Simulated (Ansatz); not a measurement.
The reference is NaCl in the rock salt structure (space group Fm-3m, No. 225).

```yaml
crystal:
  lattice:
    - [0.00000, 2.80101, 2.80101]
    - [2.80101, 0.00000, 2.80101]
    - [2.80101, 2.80101, 0.00000]
  atoms:
    - { symbol: Na, position: [0.00000, 0.00000, 0.00000] }
    - { symbol: Cl, position: [0.50000, 0.50000, 0.50000] }
```

Computed with PBEsol/PAW in Ansatz (a program for electronic structure), scalar-relativistic without spin-orbit coupling.

Base values:

- Gap character: direct at Γ
- Gap between the host's bands: 5.01 eV

Now apply this change: hole doping at 7.0×10^21 cm⁻³ (0.308 per cell), with a uniform compensating background at fixed cell and a 300 K Fermi–Dirac width.

How does this affect the gap character?

The gap character is still direct at Γ.

What does the calculation give for the gap between the host's bands after the change?

The gap between the host's bands rises by 0.52 eV to 5.53 eV.

What does the calculation give for the Fermi level from band edge after the change?

The Fermi level relative to the doped band's edge (positive inside the band; to 0.05 eV) comes out as +0.15 eV.

Charged cell with a jellium background: band edges are those of the host's band count, energies are not comparable with the neutral cell, and many-body gap narrowing is missing. Whether these cells are dynamically stable was not tested.
